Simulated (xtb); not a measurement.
xtb 6.7.1, GFN2-xTB: Ti(OMe)(OSiH3)3 (C[O][Ti]([O][SiH3])([O][SiH3])[O][SiH3]), 21 atoms. The geometry is a generated start, not checked to be a minimum at this level.

| Quantity | Result |
|---|---|
| run flags | --grad |
| method | GFN2-xTB |
| --acc | 1 (default) |
| --etemp (K) | 300 (default) |
| basis functions | 72 |
| valence electrons | 56 |

```xyz
21

Ti    -0.4398     0.4382    -0.0801
O     -1.6657    -0.5366     0.6053
C     -1.7026    -1.7368     1.3129
H     -1.6470    -1.5404     2.3945
H     -2.6457    -2.2603     1.0989
H     -0.8591    -2.3856     1.0190
O     -1.1541     1.9653    -0.5644
Si    -1.0543     2.7524    -1.9555
H      0.3699     2.9567    -2.3274
H     -1.7164     4.0475    -1.7348
H     -1.7544     1.9869    -3.0136
O      0.8552     0.8026     1.0247
Si     1.5147     0.3872     2.4254
H      0.5568     0.6646     3.5212
H      2.7335     1.1972     2.5736
H      1.8435    -1.0583     2.4106
O      0.2985    -0.4309    -1.4008
Si     1.3837    -1.5590    -1.7463
H      2.5697    -1.4157    -0.8695
H      1.7425    -1.3824    -3.1620
H      0.7711    -2.8926    -1.5314
```

Charge 0 and multiplicity 1 are set for this test and not shown to be the ground state.

One run each on 1 thread. Values of broydamp tried: 0.02, 0.05, 0.1, 0.2, 0.4 (default), 0.6, 0.8, 1.

Question: Predict the course of the SCC iterations along this series.

Answer: Fewest SCC iterations, within one of each other: 0.4 (default) with 13, 0.6 with 13, 0.8 with 14. The count rises to 22 at 0.02. All converge to one solution.

```tsv
broydamp	SCC iterations	end
0.02	22	same solution
0.05	20	same solution
0.1	17	same solution
0.2	15	same solution
0.4 (default)	13	same solution
0.6	13	same solution
0.8	14	same solution
1	15	same solution
```
